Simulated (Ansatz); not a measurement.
**BAs: As interstitial (started 1.95 Å from the nearest host atom), symmetric start**

Base system: a 24-atom supercell of BAs in the zinc blende structure (space group F-43m, No. 216; a = 4.768 Å) at its relaxed geometry.

Modification: a neutral As interstitial (started 1.95 Å from the nearest host atom), symmetric start, atoms relaxed at fixed cell.

All numbers come from plane-wave PAW DFT at the PBEsol level (Ansatz, a program for electronic structure, 420 eV), no SOC. Γ-centred 4×3×4 mesh, Fermi–Dirac width 0.01 eV.

| quantity | base | changed | shift |
|---|---|---|---|
| pressure | 0.0 GPa | 11.9 GPa | +11.9 GPa |
| gap of the supercell | 1.17 eV | zero | – |
| total moment of the cell | – | 0.0 μB | – |
| largest displacement of a host atom from its site in the perfect cell | – | 0.35 Å | – |
| final site of the added atom | – | 3 B at 2.04 Å and 3 As at 2.32 Å | – |

Other magnetic orders, which the real material may have, were not ruled out. The cell is small, so the values are those of an ordered compound at a high defect concentration; dilute-limit values will differ. The mesh was chosen for an insulator and is coarse for the gapless case. The defect started on the symmetric site and kept its symmetry, so it may sit on a saddle. Seeded moments were not kept for As interstitial (started 1.95 Å from the nearest host atom). The defect cell is spin-polarised and ends with 0.0 μB.
